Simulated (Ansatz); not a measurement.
## Response to strain in CuI

The parent structure is CuI in the zinc blende structure (space group F-43m, No. 216; a = 5.939 Å).

Strains are applied to the cell and any free atomic positions relax.

Level of theory: PBEsol (Ansatz, a quantum-chemistry and plane-wave program), without spin-orbit coupling.

| isotropic strain (%) | band gap (eV) |
|---|---|
| -1.5 | 1.31 |
| -1 | 1.26 |
| -0.5 | 1.22 |
| 0 | 1.17 |
| 0.5 | ? |
| 1.5 | 1.05 |
| 2 | 1.01 |
| 2.5 | 0.98 |
| 3 | 0.94 |

Question: Fit E_g = E₀ + Dε (ε in %) to the rows shown and predict the withheld row.

Answer: Least squares on the printed values gives E₀ = 1.18 eV, D = -81.7 meV per % of strain (largest residual 0.01 eV); this predicts 1.14 eV, and the run gives 1.13 eV, in agreement.

With I present, leaving out spin-orbit coupling can change the band edges. Whether these cells are dynamically stable was not tested. All final runs are without spin polarisation.
